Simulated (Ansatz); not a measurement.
A self-consistent single point of BiAu2 (Fd-3m, 6 atoms in the cell) with Ansatz (an electronic-structure program).

Computed with PBEsol, default PAW files made with PBE (plane waves; Ansatz).

```
CELL_PARAMETERS angstrom
      0.00000     4.01324     4.01324
      4.01324     0.00000     4.01324
      4.01324     4.01324     0.00000
ATOMIC_POSITIONS crystal
  Bi 0.50000 0.50000 0.50000
  Bi 0.75000 0.75000 0.75000
  Au 0.12500 0.12500 0.62500
  Au 0.12500 0.62500 0.12500
  Au 0.12500 0.12500 0.12500
  Au 0.62500 0.12500 0.12500
```

Reference input (self-consistent single point, DFT, PBEsol, plane waves, default PAW files made with PBE): kpoints.mp_grid.grid = 9 9 9; hamiltonian.xc = pbesol; hamiltonian.pseudopotentials = {kind: paw} (the program's default PAW files); scf.occupations.method = cold; scf.occupations.width = 0.272 eV. This run's input differs from it in these lines:

Ansatz 0.2 input:
```diff
@@ -15,3 +15,3 @@
   mp_grid:
-    grid: [9, 9, 9]
+    grid: [8, 8, 8]
 hamiltonian:
@@ -23,3 +23,3 @@
     method: cold
-    width: 0.272
+    width: 0.3
 output:
```

Output (repeated stretches shortened):

```
SCF iter   1: F=—  HF=-76512.737687 eV  |F-HF|=—  |Δ(HF+E_count)|=         —  Δρ=5.10e-3  dr2=2.88e-2  ethr=1.77e-3  ⟨swp⟩=6.7  Hψ=6724  notcnv=0
all-band conjugate gradients solve this SCF's bands
preconditioner: auto → Kerker (q_TF=auto, 2.640 Å⁻¹)
SCF iter   2: F=—  HF=-76512.731698 eV  |F-HF|=—  |Δ(HF+E_count)|=   5.99e-3  S|Δr|=    0.00e0  Δρ=2.24e-3  dr2=6.03e-3  ethr=2.72e-5  ⟨swp⟩=2.7  Hψ=3276  notcnv=0
SCF iter   3: F=—  HF=-76512.729905 eV  |F-HF|=—  |Δ(HF+E_count)|=   1.79e-3  S|Δr|=    0.00e0  Δρ=6.71e-4  dr2=1.19e-3  ethr=5.69e-6  ⟨swp⟩=2.0  Hψ=2363  notcnv=0
SCF iter   4: F=—  HF=-76512.729557 eV  |F-HF|=—  |Δ(HF+E_count)|=   3.47e-4  S|Δr|=    0.00e0  Δρ=1.44e-4  dr2=9.81e-5  ethr=1.12e-6  ⟨swp⟩=2.0  Hψ=2445  notcnv=0
SCF iter   5: F=—  HF=-76512.729545 eV  |F-HF|=—  |Δ(HF+E_count)|=   1.19e-5  S|Δr|=    0.00e0  Δρ=4.17e-5  dr2=1.42e-6  ethr=9.25e-8  ⟨swp⟩=2.1  Hψ=2511  notcnv=0
SCF iter   6: F=-76512.729545 eV  HF=-76512.729545 eV  |F-HF|=3.35e-8  |Δ(HF+E_count)|=   3.39e-7  S|Δr|=    0.00e0  Δρ=9.65e-6  dr2=8.83e-8  ethr=9.43e-11  ⟨swp⟩=8.5  Hψ=10218  notcnv=0
SCF 1 converged in 6 iterations: F = -76512.729545 eV  dr2 = 8.83e-8
Stability not checked (fill_not_monotonic)
Free energy (F): -76512.729545 eV
Internal energy: -76512.748866 eV  (E = F + TS)
E sigma→0 (E₀):  -76512.735985 eV
Entropy (-TS):   0.019321 eV (3.220 meV/atom)
Fermi energy:    16.349154 eV
--- Forces (eV/Å), atoms counted from 1 ---
  atom   1  Bi    -0.00000000     0.00000000     0.00000000
   [... zero for the other atoms too ...]
--- Stress (GPa, compression-positive) ---
       -3.508073       0.000000       0.000000
       -0.000000      -3.508073      -0.000000
        0.000000       0.000000      -3.508073
  P = ⅓ Tr σ = -3.5081 GPa (-35.081 kbar)
  The stress holds the Pulay correction. Without it, at fixed plane waves, as pw.x and ABINIT print it: P = -3.5489 GPa
```

The run converged in 6 iterations. Against the reference run the free energy falls by 1.4 meV/atom and the pressure hardly changes (-3.49 to -3.51 GPa).

The starting cell comes from a database of computed structures (which also holds hypothetical and non-ambient phases and stackings), without a prior relaxation at this level. With a pressure of about -4 GPa the cell is away from its equilibrium volume at this level. Ansatz's pressure includes its estimate of the finite-basis (Pulay) stress.
